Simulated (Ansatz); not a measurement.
A user runs Ansatz (an electronic-structure program) on KRb2PdF6 (Fm-3m, 10 atoms in the cell) and asks whether the run is sound. The aim is a self-consistent single point with DFT, PBEsol, plane waves, default PAW files made with PBE.

Cell that was meant: a = 6.3337 Å, b = 6.3337 Å, c = 6.3337 Å, α = 60.00°, β = 60.00°, γ = 60.00°.

Part of the input:

Ansatz 0.2 input:
```yaml
    - { symbol: K, position_ang: [4.478596, 4.478596, 4.478596] }
    - { symbol: Rb, position_ang: [2.239298, 2.239298, 2.239298] }
    - { symbol: Rb, position_ang: [6.717894, 6.717894, 6.717894] }
    - { symbol: Pd, position_ang: [0.000000, 0.000000, 0.000000] }
    - { symbol: F, position_ang: [4.478596, 4.478596, 2.014652] }
    - { symbol: F, position_ang: [4.478596, 4.478596, 6.942540] }
    - { symbol: F, position_ang: [2.014652, 4.478596, 4.478596] }
[...]
hamiltonian:
  xc: pbesol
  pseudopotentials: { kind: paw }
scf:
  occupations: { method: fermi_dirac, width: 0.1 }
output:
  forces: true
```

Output, abridged:

```
WARN basis.ecutwfc = 420 eV, the default
WARN ansatz: RAYON_NUM_THREADS=1 ignored (pool sized by the plan → 1); use --threads N
   [... lines left out ...]
PAW frozen core: F, regenerated for the run's functional, and the local potential with it
Initial density: superposition of atomic densities (neutral atoms: chi_scale 0, normalization atom), corrected by the library's trained network
Initial wavefunctions: pseudopotential atomic-orbital guess
Eigensolver: davidson
Functional: x = pbesol(κ = 0.804, μ = 0.12345679012345678), c = pbesol(β = 0.046)
SCF iter   1: F=—  HF=-19664.714370 eV  |F-HF|=—  |Δ(HF+E_count)|=         —  Δρ=1.20e-2  dr2=1.65e-1  ethr=1.77e-3  ⟨swp⟩=6.0  Hψ=2115  notcnv=0  defer=13
all-band conjugate gradients solve this SCF's bands
preconditioner: auto → LDOS
SCF iter   2: F=—  HF=-19664.702414 eV  |F-HF|=—  |Δ(HF+E_count)|=   1.20e-2  Δρ=9.79e-3  dr2=1.02e-1  ethr=1.90e-4  ⟨swp⟩=2.1  Hψ=1123  notcnv=0  defer=38
   [... lines left out ...]
SCF iter   6: F=—  HF=-19664.674343 eV  |F-HF|=—  |Δ(HF+E_count)|=   1.12e-4  Δρ=1.83e-4  dr2=7.45e-5  ethr=1.06e-6  ⟨swp⟩=2.1  Hψ=894  notcnv=0  defer=38
SCF iter   7: F=—  HF=-19664.674495 eV  |F-HF|=—  |Δ(HF+E_count)|=   1.52e-4  Δρ=3.28e-5  dr2=1.50e-6  ethr=8.56e-8  ⟨swp⟩=2.0  Hψ=927  notcnv=0  defer=37
SCF iter   8: F=-19664.674495 eV  HF=-19664.674495 eV  |F-HF|=1.84e-8  |Δ(HF+E_count)|=   7.81e-8  Δρ=6.97e-6  dr2=4.76e-8  ethr=1.15e-10  ⟨swp⟩=9.3  Hψ=3029  notcnv=0
SCF 1 converged in 8 iterations: F = -19664.674495 eV  dr2 = 4.76e-8
Free energy (F): -19664.674495 eV
Internal energy: -19664.464264 eV  (E = F + TS)
E sigma→0 (E₀):  -19664.569379 eV
Entropy (-TS):   -0.210231 eV (-21.023 meV/atom)
Fermi energy:    5.544945 eV
--- Forces (eV/Å), atoms counted from 1 ---
  atom   1  K      0.00000000     0.00000000     0.00000000
  atom   2  Rb     0.00000000     0.00000000     0.00000000
  atom   3  Rb     0.00000000     0.00000000    -0.00000000
  atom   4  Pd    -0.00000000    -0.00000000     0.00000000
  atom   5  F     -0.00000000     0.00000000     0.09231183
  atom   6  F      0.00000000    -0.00000000    -0.09231183
  atom   7  F      0.09231183     0.00000000     0.00000000
   [... lines left out ...]
  atom  10  F      0.00000000    -0.09231183     0.00000000
--- Stress (GPa, compression-positive) ---
        0.318088      -0.000000      -0.000000
        0.000000       0.318088       0.000000
        0.000000      -0.000000       0.318088
  P = ⅓ Tr σ = 0.3181 GPa (3.181 kbar)
  The stress holds the Pulay correction. Without it, at fixed plane waves, as pw.x and ABINIT print it: P = -0.1257 GPa
```

**Question.** Can these results be used? Check the input.

**Answer.** The run is not sound. The fault is no spin polarisation for a cell with magnetic atoms. A run without spin cannot form moments, so any exchange energy of the magnetic state is missed. To fix it, switch spin polarisation on and give starting moments. The run converged in 8 iterations without an error; against the sound input the free energy rises by 6.8 meV/atom, the pressure moves little (0.31 to 0.32 GPa), the largest force goes from 0.088 to 0.092 eV/Å and the net moment of 0.10 μB/atom is absent without spin.

The sound input it was made from differs as follows (other fixes are possible):
```diff
-    - { symbol: Pd, position_ang: [0.000000, 0.000000, 0.000000] }
+    - { symbol: Pd, position_ang: [0.000000, 0.000000, 0.000000], spin: 1.0 }
+magnetization:
+  spin_polarized: true
```

With that input, the run converged in 15 iterations: free energy E − TS (on the zero of these files) -19664.7423 eV; Fermi level (on the code's own zero) 5.34 eV; pressure 0.31 GPa; largest force (vector length) 0.088 eV/Å; size of the cell's spin moment 0.99 μB (DFT, PBEsol, plane waves, default PAW files made with PBE).

On the sound input: the starting cell comes from a database of computed structures (which also holds hypothetical and non-ambient phases and stackings), without a prior relaxation at this level. Its lattice was rescaled by a random factor within 2.5 % of one. With one magnetic atom in the cell only a parallel order is possible. Ansatz's pressure includes its estimate of the finite-basis (Pulay) stress.
